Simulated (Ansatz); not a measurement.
**CsCl-type AlIr (cell taken from a computed entry)**

Level of theory: r²SCAN+rVV10 (Ansatz, a first-principles code, PAW).

Numerical settings: plane-wave cutoff 560 eV, 18×18×18 k mesh, Fermi–Dirac smearing 0.05 eV, no spin polarisation, scalar-relativistic PAW data made under PBE.

Cell: relaxed at this level.

| Item | Value |
|---|---|
| band gap | zero (no gap) |
| equilibrium lattice constant a | 2.986 Å |

Note: the relaxation could not lower the start's symmetry, so the cell can be a saddle point above a distorted one.

Spin–orbit coupling is not included.
